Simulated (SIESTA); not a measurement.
Band structure of CdSe (P6_3mc, 8 atoms in the cell).

```xyz
8
Lattice="4.3631 0.0000 0.0000 -2.1816 3.7786 0.0000 0.0000 0.0000 14.2838" Properties=species:S:1:pos:R:3 pbc="T T T"
Cd     0.0000     0.0000     0.0000
Cd     0.0000     0.0000     7.1419
Cd     2.1816     1.2595    10.7154
Cd     0.0000     2.5191     3.5735
Se     0.0000     0.0000    11.6007
Se     0.0000     0.0000     4.4588
Se     2.1816     1.2595     8.0459
Se     0.0000     2.5191     0.9040
```

Method: GGA PBE, numerical atomic orbitals DZP, PseudoDojo PBE standard norm-conserving potentials (rewritten from UPF to PSML) in SIESTA.

Settings: XC.functional = GGA; XC.authors = PBE; potentials = PseudoDojo PBE standard; PAO.BasisSize = DZP; PAO.EnergyShift = 0.005 Ry; MeshCutoff = 350 Ry; kgrid.MonkhorstPack = 4 4 1; OccupationFunction = MP; OccupationMPOrder = 0; ElectronicTemperature = 0.136 eV; MaxSCFIterations = 150; SCF.Mixer.Method = Pulay; SCF.Mixer.Weight = 0.2; SCF.Mixer.History = 6.

The starting cell was generated: these elements placed on a structure prototype, without a prior relaxation; it need not be a known phase or ordering of this composition. Values carry the incompleteness of an atom-centred basis.

Task: Predict the gap along the standard path and the places of the band edges.

Result: The gap along the path is 0.75 eV, direct at Γ to within 0.01 eV.

Levels in eV from the top of the valence band on the path, bands 69 to 73:
```tsv
point	69	70	71	72	73
Γ	-0.35	-0.03	0.00	0.00	0.75
M	-1.23	-1.21	-0.85	-0.68	2.81
K	-1.74	-1.34	-1.34	-1.04	4.05
A	-0.11	-0.11	-0.11	-0.11	1.76
L	-1.15	-1.15	-0.85	-0.85	3.21
H	-1.39	-1.39	-1.23	-1.23	4.32
```

Higher empty bands are left out: an atom-centred basis made for the valence describes them poorly.
